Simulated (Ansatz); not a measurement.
Consider GaN in the wurtzite structure (space group P6_3mc, No. 186; a = 3.152 Å, c = 5.138 Å).

Calculations: Ansatz (a first-principles code) LDA, no spin-orbit coupling.

Before the change:

```
Item                  Result
-------------------  -------
Lattice parameter a  3.152 Å
Band gap             2.13 eV
```

It is then changed as follows: a hydrostatic pressure of 0.9 GPa.

Q: Predict the new lattice parameter a.

A: The lattice parameter a decreases by 0.005 Å, from 3.152 Å to 3.147 Å.

Q: What happens to the band gap?

A: The band gap rises by 0.03 eV, from 2.13 eV to 2.16 eV.

Load acts through the strain it causes; cell and atoms are relaxed under it. Whether these cells are dynamically stable was not tested.
